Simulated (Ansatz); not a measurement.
The starting structures come from a database of crystals and need not be the phases stable at ambient conditions.

The decay constant κ of evanescent states in the gap governs leakage through a thin film.

Here is the system:

```
CELL_PARAMETERS angstrom
      5.96129     0.00000     0.00000
     -2.98065     6.36473     0.05680
      0.00000    -2.82309     5.23186
ATOMIC_POSITIONS crystal
  Be 0.75000 0.00000 0.00000
  Be 0.25000 0.00000 0.00000
  I  0.61913 0.23827 0.89351
  I  0.38087 0.76173 0.10649
  I  0.88087 0.76173 0.65524
  I  0.11913 0.23827 0.34476
```

Space group of this cell: Ibam. The cell was relaxed by PBE-D3(BJ); by r2SCAN its mean pressure is 1.0 GPa.

Transport runs along the normal of the first two printed cell vectors.

The gap is the functional's own, uncorrected, and κ follows it; spin-orbit coupling is left out. Mid-gap values are interpolated between the computed energies.

Question: State the band gap and the smallest decay constant κ at mid-gap according to r2SCAN run with Ansatz (a first-principles code).

Answer: Gap 4.24 eV on a 6×6×6 mesh; κ = 0.298 1/Å, at the zone centre.
